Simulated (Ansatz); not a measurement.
# TaCr₂ (Fd-3m): resistivity and electron-phonon coupling

Consider the following.

```xyz
6
Lattice="0.0000 3.4282 3.4282 3.4282 0.0000 3.4282 3.4282 3.4282 0.0000" Properties=species:S:1:pos:R:3 pbc="T T T"
Ta     5.1424     5.1424     5.1424
Ta     3.4282     3.4282     3.4282
Cr     2.5712     2.5712     0.8571
Cr     2.5712     0.8571     2.5712
Cr     0.8571     0.8571     0.8571
Cr     0.8571     2.5712     2.5712
```

These are PBEsol, DFPT electron-phonon coupling, linearised Boltzmann equation (plane waves, PAW, scalar-relativistic; Ansatz, a program for electronic structure) values and carry that method's errors. Geometry: relaxed with this functional, without spin-orbit coupling.

| Quantity | Value |
|---|---|
| resistivity at 300 K | 44 μΩ·cm |
| electron mean free path at 300 K (weighted by the current that each state carries) | 2.9 nm |
| Drude plasma energy | 4.0 eV |
| Hall coefficient at 300 K | 25 ×10⁻¹¹ m³/C |

A metal at this level (no band gap). Only scattering by harmonic phonons is included (no impurities, grain boundaries, electron-electron scattering or thermal expansion). Spin-orbit coupling is left out, which matters with elements this heavy. Halving the electron mesh (20x20x20) moves the resistivity by up to 2 % at 300 K, the mean free path by up to 4 %. Smearing 0.20 eV; phonons on a 4x4x4 q mesh, which this run doesn't test and which matters most at low temperature.

Computed structure, not matched to a measured one here, so possibly hypothetical: TaCr2 (Fd-3m). Treated as nonmagnetic (a ferromagnetic start lost its moment, other orders weren't tried): TaCr2 (Fd-3m).
